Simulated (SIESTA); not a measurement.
**Short convergence ladders for Y2In (P3m1, 6 atoms in the cell)**

```yaml
crystal:
  lattice:
    - [5.37801, 0.00000, 0.00000]
    - [-2.68900, 4.65749, 0.00000]
    - [0.00000, 0.00000, 6.75005]
  atoms:
    - { symbol: Y, position: [0.00000, 0.00000, 0.00741], spin: 1.0 }
    - { symbol: Y, position: [0.00000, 0.00000, 0.50000], spin: 1.0 }
    - { symbol: Y, position: [0.33333, 0.66667, 0.75000] }
    - { symbol: Y, position: [0.66667, 0.33333, 0.25000] }
    - { symbol: In, position: [0.33333, 0.66667, 0.25000] }
    - { symbol: In, position: [0.66667, 0.33333, 0.75000] }
```
(The spins are starting values, not results.)

Base method: GGA PBEsol, numerical atomic orbitals DZP, PseudoDojo PBEsol standard norm-conserving potentials (rewritten from UPF to PSML) in SIESTA.

Base settings: XC.functional = GGA; XC.authors = PBEsol; potentials = PseudoDojo PBEsol standard; PAO.BasisSize = DZP; PAO.EnergyShift = 0.005 Ry; MeshCutoff = 350 Ry; kgrid.MonkhorstPack = 3 3 2; OccupationFunction = MP; OccupationMPOrder = 0; ElectronicTemperature = 0.1 eV.

Core times come from one kind of shared machine, to one figure; runs under 30 s give none.

**The cutoff of the real-space grid**

The mesh stays at the base's, so the ladder's end is converged at best in this setting alone.

Only quantities that move along the ladder and can be compared are tabulated.

| MeshCutoff | free energy less the last step's (meV/atom) | pressure (GPa) | core time / last (rough) |
|---|---|---|---|
| 122 Ry (130 Ry used) | -14.23 | -1.98 | 0.2 |
| 140 Ry (152 Ry used) | -7.82 | -2.05 | 0.2 |
| 158 Ry (165 Ry used) | -7.14 | -2.07 | 0.2 |
| 193 Ry (204 Ry used) | -3.54 | -2.12 | 0.4 |
| 210 Ry (218 Ry used) | -1.18 | -2.15 | 0.3 |
| 350 Ry (372 Ry used) | 0.00 | -2.15 | 1 |

State of the free energy at the end of the ladder: still drifting one way, by 3.5 meV/atom over the last two steps, so the last step is no safe reference.

Coarsest MeshCutoff that holds the pressure within 0.05 GPa of the last step, with all finer ones: 193 Ry (204 Ry used), at about 0.4 of the last step's time; the step before is off by 0.09 GPa.

Two neighbours can agree and both be off: 140 Ry and 158 Ry differ by 0.68 meV/atom in the free energy, yet lie about 7.1 meV/atom from the last step.

**The setting basis size**

Level: DFT, GGA PBEsol, numerical atomic orbitals TZDP, PseudoDojo PBEsol standard norm-conserving potentials (rewritten from UPF to PSML).

Moved along: PAO.BasisSize.

The mesh stays at the base's, so the ladder's end is converged at best in this setting alone.

The sets are ordered by size and need not be nested.

Only quantities that move along the ladder and can be compared are tabulated.

```csv
basis (functions),pressure (GPa),largest difference of a force vector from the last step's (eV/Å),net moment (μB/atom),core time / last (rough)
SZ (58),-3.74,0.077,0.053,0.2
SZP (80),-1.54,0.049,0.163,0.3
DZP (112),-2.15,0.008,0.170,0.7
TZDP (166),-2.46,0.000,0.173,1
```

Coarsest basis (functions) that holds the net moment within 0.05 μB/atom of the last step, with all finer ones: SZP (80), at about 0.3 of the last step's time; the step before is off by 0.12 μB/atom.

Coarsest basis (functions) that holds the forces within 0.02 eV/Å of the last step, with all finer ones: DZP (112); the step before is off by 0.049 eV/Å.

Coarsest basis (functions) that holds the pressure within 1 GPa of the last step, with all finer ones: SZP (80), at about 0.3 of the last step's time; the step before is off by 1.3 GPa.

On the base run: the starting cell comes from a database of computed structures (which also holds hypothetical and non-ambient phases and stackings), without a prior relaxation at this level. Its lattice was rescaled by up to half a per cent. One atom was moved a little off its site on purpose. The magnetic order is the one reached from the typed start; others were not searched systematically. Values carry the incompleteness of an atom-centred basis. Without a gap this mesh is coarse (it stands for a supercell whose shortest vector is 14 Å).
